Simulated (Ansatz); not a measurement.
Base system: NiO in the CsCl type structure (space group Pm-3m, No. 221; ferromagnetic; a hypothetical phase, not in the database extracts checked).

```yaml
crystal:
  lattice:
    - [2.61226, 0.00000, 0.00000]
    - [0.00000, 2.61226, 0.00000]
    - [0.00000, 0.00000, 2.61226]
  atoms:
    - { symbol: Ni, position: [0.00000, 0.00000, 0.00000] }
    - { symbol: O, position: [0.50000, 0.50000, 0.50000] }
```

Cartesian axes are those of the cell as printed.

The values are results of PBE (Ansatz, a quantum-chemistry and plane-wave program, PAW, no spin-orbit coupling), not measurements.

Before the change:

* **Largest site moment**: 1.45 μB
* **Shortest interatomic distance**: 4.275 bohr
* **Magnetic state**: ferromagnetic

Now apply this change: a free-standing slab of 5 layers (10 atoms, 2 a layer) is cut normal to [110], with 15 Å of vacuum and the in-plane cell held at bulk.

Question: Predict the new largest site moment.

Answer: The largest site moment rises by 0.06 μB (1.45 μB → 1.51 μB).

Question: What happens to the excess energy per area of both faces?

Answer: The excess energy per area of both faces (slab less bulk energy over the cell's area: twice a surface energy) is 1.3 J/m² (uncertain by up to 0.2 J/m²).

Question: How does this affect the change of the spacing d23 from its bulk value of 1.847 Å?

Answer: The change of the spacing d23 from its bulk value of 1.847 Å comes out as -0.3 %.

Question: How does this affect the shortest interatomic distance?

Answer: The shortest interatomic distance drops by 0.243 bohr, from 4.275 bohr to 4.032 bohr.

Question: How does this affect the magnetic state?

Answer: The magnetic state stays ferromagnetic.

The excess energy carries the mismatch between the slab's and the bulk's meshes. Stability against distortions was not tested. Seeded moments were not kept for the base. No Hubbard U is applied and the magnetic state is the run's own (NiO ferromagnetic); other magnetic orders, which need larger cells, were not tried and can change the gap.
